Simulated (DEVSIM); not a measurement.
System: abrupt GaAs n-p junction, at 400 K.

Layer 1 from the left is GaAs, thickness (μm) 18.0, Nd (cm⁻³) 3e17, τn (s) 1.8e-8, τp (s) 1.8e-8. Layer 2 from the left is GaAs, thickness (μm) 290, Na (cm⁻³) 2.4e17, τn (s) 1.8e-8, τp (s) 1.8e-8.

Left contact: ohmic. Right contact: ohmic. Voltage is applied to the left contact. Recombination: SRH at mid-gap. Mobility is constant in doping.

Constants are typed, rounded textbook-type inputs, not results; the design itself was drawn at random and stands for no fabricated device. Values at 300 K; Nc and Nv go as T^1.5, mobilities as T to minus their exponent, the gap by Varshni's rule with the affinity fixed.

GaAs: gap (eV) 1.424, affinity (eV) 4.07, permittivity 12.9, Nc (cm⁻³) 4.7e17, Nv (cm⁻³) 9e18, μn (cm²/Vs) 8500, μp (cm²/Vs) 400, T exponent of μn 2.1, T exponent of μp 2.2, Varshni α (eV/K) 0.000541, Varshni β (K) 204.

Problem. Estimate by hand the built-in potential, the peak field at zero bias, the capacitance at 1 V, and compare with a numerical solution.

Solution. 
- Built-in potential: ni = √(Nc Nv) exp(−Eg/2kT) = 6.67e9 cm⁻³ with Eg = 1.377 eV; Vbi = kT/q ln(Na Nd/ni²) = 1.207 V; numerical 1.207 V.
- Peak field at zero bias: depletion approximation: W = √(2εVbi/(qN)) = 0.114 μm with N = 1.33e17 cm⁻³; field = 2Vbi/W = 212000 V/cm; numerical 206000 V/cm (estimate above by 3.0 %).
- Capacitance at 1 V: C = √(qεN / 2(Vbi + |V|)) = 74.3 nF/cm²; numerical 75.5 nF/cm² (estimate below by 1.6 %).

DEVSIM, 1D drift-diffusion, Boltzmann statistics, complete ionisation; no tunnelling, impact ionisation, image-force lowering or self-heating.
